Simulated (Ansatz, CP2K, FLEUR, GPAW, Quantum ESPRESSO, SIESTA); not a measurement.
Code comparison for ScIr3 (P1, 4 atoms in the cell)

Self-consistent single point, at a second geometry (atoms moved at random). First geometry:

```
CELL_PARAMETERS angstrom
      3.84833     0.00000     0.00000
      0.00000     3.84833     0.00000
      0.00000     0.00000     3.84833
ATOMIC_POSITIONS crystal
  Sc 0.00000 0.00000 0.00000
  Ir 0.00000 0.50000 0.50000
  Ir 0.50000 0.00000 0.50000
  Ir 0.50000 0.50000 0.00000
```

Second geometry:
```yaml
crystal:
  lattice:
    - [3.84833, 0.00000, 0.00000]
    - [0.00000, 3.84833, 0.00000]
    - [0.00000, 0.00000, 3.84833]
  atoms:
    - { symbol: Sc, position: [0.99412, 0.98949, 0.01177] }
    - { symbol: Ir, position: [0.01295, 0.50802, 0.50704] }
    - { symbol: Ir, position: [0.49920, 0.99662, 0.48707] }
    - { symbol: Ir, position: [0.49373, 0.50587, 0.99412] }
```

Shared settings, as Ansatz (an electronic-structure program) writes them: kpoints.mp_grid.grid = 6 6 6; scf.occupations.method = fermi_dirac; scf.occupations.width = 0.136 eV. Potentials and cutoffs stand in the table.

```json
[
 {"code": "Quantum ESPRESSO", "model": "LDA (PZ), GBRV 1.5 ultrasoft (LDA) pseudopotentials", "ΔF from the first geometry (meV/atom)": "24.3", "pressure (GPa)": "6.57", "largest force (eV/Å)": "1.004", "cutoff": "50 Ry"},
 {"code": "SIESTA", "model": "LDA PW92, numerical atomic orbitals DZP, PseudoDojo LDA standard norm-conserving potentials (rewritten from UPF to PSML)", "ΔF from the first geometry (meV/atom)": "27.7", "pressure (GPa)": "4.19", "largest force (eV/Å)": "1.250", "cutoff": "grid 300 Ry"},
 {"code": "GPAW", "model": "LDA (Perdew-Wang 92), GPAW PAW datasets LDA (gpaw-data 1.0.1)", "ΔF from the first geometry (meV/atom)": "23.4", "pressure (GPa)": "5.41", "largest force (eV/Å)": "0.996", "cutoff": "850 eV"},
 {"code": "Ansatz", "model": "LDA (PW92), PAW files made with PBE", "ΔF from the first geometry (meV/atom)": "24.1", "pressure (GPa)": "6.60", "largest force (eV/Å)": "1.005", "cutoff": "420 eV"},
 {"code": "FLEUR", "model": "LDA (Perdew-Zunger), all-electron FLAPW (FLEUR), scalar-relativistic valence", "ΔF from the first geometry (meV/atom)": "25.2", "pressure (GPa)": "–", "largest force (eV/Å)": "1.044", "cutoff": "Kmax 4.2 1/bohr"},
 {"code": "CP2K", "model": "LDA (Pade form), GPW, DZVP-MOLOPT-SR-GTH basis, GTH-PADE potentials (GTH_POTENTIALS)", "ΔF from the first geometry (meV/atom)": "23.1", "pressure (GPa)": "-7.92", "largest force (eV/Å)": "1.055", "cutoff": "grid 600 Ry"}
]
```

Size of the force on each atom (eV/Å): Sizes of forces hide their directions.

```csv
code,Sc1,Ir2,Ir3,Ir4
Quantum ESPRESSO,1.004,1.002,0.937,0.735
SIESTA,1.034,1.250,1.113,0.915
GPAW,0.996,0.944,0.903,0.699
Ansatz,1.005,0.991,0.929,0.728
FLEUR,1.044,1.033,0.966,0.760
CP2K,0.829,1.055,0.935,0.757
```

A dash marks a value that a program does not give, or that is left out as unsure.

On Ansatz's run: spin-orbit coupling is off. Spin polarisation is off.

The spread over the programs that give each value: ΔF from the first geometry within 4.6 meV/atom; pressure within 14.52 GPa; largest force within 0.254 eV/Å.

SIESTA and CP2K use small atom-centred bases, whose incompleteness enters pressures, forces and empty levels differently from a plane-wave cutoff. FLEUR treats all electrons, but the usual bases taken here (sphere radii, linearisation, local orbitals, empty states) were not tested for convergence, so the values are no reference for the others. Ansatz's pressure is given at a fixed set of plane waves, as the other plane-wave codes print theirs; with its correction for the finite basis it is 6.65 GPa. The same LDA comes in different parametrisations, which differ slightly. In the pressure, SIESTA (by 2.38), GPAW (by 1.16) and CP2K (by 14.48) lie more than 1 GPa from the median of the plane-wave programs. In the force vectors, SIESTA (by 0.269) and CP2K (by 0.179) lie more than 0.08 eV/Å from the median of the plane-wave programs.

The starting cell comes from a database of computed structures (which also holds hypothetical and non-ambient phases and stackings), without a prior relaxation at this level. Its lattice was rescaled by a random factor within 2.5 % of one. For this run, on top of that: atoms moved at random.

Keys are those of Ansatz 0.2.
